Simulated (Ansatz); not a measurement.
Phonon-limited resistivity of Sc3Al (Pm-3m) against temperature in μΩ·cm, PBEsol, DFPT electron-phonon coupling, linearised Boltzmann equation (Ansatz, a program for electronic structure), harmonic crystal at a fixed cell.

```tsv
T	ρ
50 K	1.29
77 K	4.74
100 K	8.47
150 K	…
200 K	…
250 K	33.0
273 K	36.6
300 K	40.9
350 K	49.0
400 K	57.2
500 K	73.8
600 K	90.7
```

### Question
Complete the blanks.

### Answer

- 150 K, ρ: 16.8
- 200 K, ρ: 25.0

A metal at this level (no band gap). Only scattering by harmonic phonons is included (no impurities, grain boundaries, electron-electron scattering or thermal expansion). Spin-orbit coupling is left out. Values near or above 100 μΩ·cm, or paths under about 2 nm, lie near resistivity saturation, where the Boltzmann equation overshoots. Halving the electron mesh (20x20x20) moves the resistivity by up to 2 %. Smearing 0.20 eV; phonons on a 3x3x3 q mesh, which this run doesn't test and which matters most at low temperature.

Computed structure with no diffraction record at hand here (it may be known, metastable or hypothetical): Sc3Al (Pm-3m).
